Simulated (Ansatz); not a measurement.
The cell is made up: elements placed on another compound's structure type, so the phase may be hypothetical.

Given:

```xyz
10
Lattice="5.8747 0.0000 0.0000 0.0000 5.8731 0.0000 2.9373 2.9365 4.0762" Properties=species:S:1:pos:R:3 pbc="T T T"
La     1.4687     0.1289     0.0000
La     4.4060     2.8077     0.0000
Zr     4.3149     5.8731     2.0381
Zr     1.5598     2.9365     2.0381
N      2.9373     1.4683     1.5075
N      2.9373     4.4048     2.5686
O      1.4687     3.5899     0.0000
O      4.4060     5.2197     0.0000
O      5.8747     1.4683     1.5445
O      5.8747     4.4048     2.5316
```

Space group of this cell: I2_12_12_1. The cell was relaxed by PBE-D3(BJ); by r2SCAN its mean pressure is 1.4 GPa.

Transport runs along the normal of the first two printed cell vectors.

The gap is the functional's own. No spin-orbit coupling. Mid-gap values are interpolated on the energy grid.

Problem. Compute, with r2SCAN run with Ansatz (a program for electronic structure), the band gap and the smallest decay constant κ at mid-gap.

Solution. Gap 2.68 eV on a 8×8×8 mesh; κ = 0.328 1/Å, at the zone centre.
